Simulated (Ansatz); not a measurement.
The reference is BAs in the zinc blende structure (space group F-43m, No. 216; a = 4.768 Å).

Perturbation: a fraction x = 0.25 of the B sites is given to Ga, ordered in a cell of 8 atoms (starting symmetry Pmm2) and fully relaxed.

The other end (x = 1) is GaAs in the zinc blende structure (space group F-43m, No. 216): 22.65 Å³/atom, gap 0.42 eV.

Levels (all Ansatz, a program for electronic structure, PAW): PBEsol (420 eV, spin-orbit coupling left out); r2SCAN (500 eV, scalar-relativistic without spin-orbit coupling); HSE06 (420 eV, no spin-orbit coupling).

One geometry, relaxed with PBEsol, under each level:

```csv
level,band gap,pressure
PBEsol,0.31 eV,0.00 GPa
r2SCAN,0.61 eV,1.26 GPa
HSE06,[?],–
```

### Question
Give the withheld HSE06 results.

### Answer

- HSE06, band gap: 1.01 eV

Single points use the geometry relaxed with PBEsol. Their cutoffs differ, which shifts pressures a little. HSE06 was sampled on its mesh, a few special points and the semilocal edge points, so its gap is an upper bound. Each cell is one ordered arrangement of few atoms, which overstates ordering effects compared with a random alloy. Whether these cells are dynamically stable was not tested.
